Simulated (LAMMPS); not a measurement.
Al (fcc) with 10 % of Al sites Cu at 680 K and zero pressure, started from the crystal, with several potentials, in cells of their own sizes.

Models:
- EAM-type AlCu.adp: classical MD, pair style adp, file AlCu.adp (LAMMPS); Apostol and Mishin, Phys Rev B 83, 054116 (2011)
- EAM-type AlCu.eam.alloy: classical MD, pair style eam/alloy, file AlCu.eam.alloy (LAMMPS); Cai and Ye, Phys Rev B, 54, 8398-8410 (1996)
- MEAM AlSiMgCuFe.meam: classical MD, pair style meam, file AlSiMgCuFe.meam (LAMMPS); Jelinek, Groh, Horstemeyer, Houze, Kim, Wagner, Moitra and Baskes, Phys Rev B, 85, 245102 (2012)

```
potential                                                                                 state                    volume  first peak of g(r), Al-Cu  coordination number of Al by Cu  mean phonon frequency  rough cost (ms per atom and simulated ps)
-----------------------  ----------------------------------------------------------------------  ------------------------  -------------------------  -------------------------------  ---------------------  -----------------------------------------
EAM-type AlCu.adp        solid that has left the starting structure; no diffusion seen in 30 ps      15.97 ± 0.03 Å³/atom         2.64 Å, height 4.9         1.07 (counted to 3.14 Å)                7.0 THz                                    3 to 10
EAM-type AlCu.eam.alloy                                     crystal; no diffusion seen in 30 ps    16.984 ± 0.001 Å³/atom         2.77 Å, height 3.8         1.21 (counted to 3.54 Å)                5.1 THz                                     1 to 3
MEAM AlSiMgCuFe.meam                                        crystal; no diffusion seen in 30 ps  16.1140 ± 0.0006 Å³/atom         2.79 Å, height 5.9         1.21 (counted to 3.46 Å)                7.3 THz                                    3 to 10
```

Costs are rough: whole-run CPU time with set-up and analysis, from shared machines, in bands a factor of about three wide.

Caution: the random arrangement on this lattice is imposed, and need not be a phase that exists in equilibrium.

Caution (rows EAM-type AlCu.eam.alloy; MEAM AlSiMgCuFe.meam): a run this short can hold a crystal over, or a liquid under, the potential's own melting point, which these runs don't give.

States go by the mean squared displacement: a species diffuses where it passes 1.5 Å², still rises and gives D over 1e-6 cm²/s; a crystal has left its structure where atoms lie 0.35 Å off their sites on average or a cubic box changes its shape by 3 %, or the axial ratios of another lie 8 % off the starting cell's, which the potential's own relaxation can also do.

Errors shown are sampling errors alone.
